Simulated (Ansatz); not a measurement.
Os under a change: isotropic strain −0.50 %

Base system: Os in the hcp (Mg type) structure (space group P6_3/mmc, No. 194; a = 2.7290 Å, c = 4.3091 Å; relaxed with 0.1 eV smearing).

It is then changed as follows: an isotropic linear strain of −0.50 %, atoms relaxed at fixed cell.

Computed with DFT with PBEsol, PAW potentials and a 420 eV plane-wave cutoff in Ansatz (a program for electronic structure), no SOC. Settings: 24×24×14 k-points, 0.1 eV Fermi–Dirac smearing.

| quantity | base | changed | shift |
|---|---|---|---|
| volume per atom | 13.90 Å³ | 13.69 Å³ | -0.21 Å³ |
| space group | P6_3/mmc (No. 194) | P6_3/mmc (No. 194) | – |
| shortest interatomic distance | 2.669 Å | 2.656 Å | -0.013 Å |
| energy relative to the base (free energy F) | 0 meV/atom | +4.3 meV/atom | +4.3 meV/atom |
| pressure (mean of the normal stresses, compression positive) | 0.0 GPa | 6.7 GPa | +6.7 GPa |
| band gap | zero | zero | – |

Final structure:

```
Os
1.0
    2.71538     0.00000     0.00000
   -1.35769     2.35159     0.00000
    0.00000     0.00000     4.28752
Os
2
Cartesian
  1.35769   0.78386   3.21564
  0.00000   1.56773   1.07188
```

Cost of the whole job for the changed cell (relaxation, final SCF and bands): very roughly 25 core-seconds.

Whether these cells are dynamically stable was not tested. The final runs are not spin-polarised.
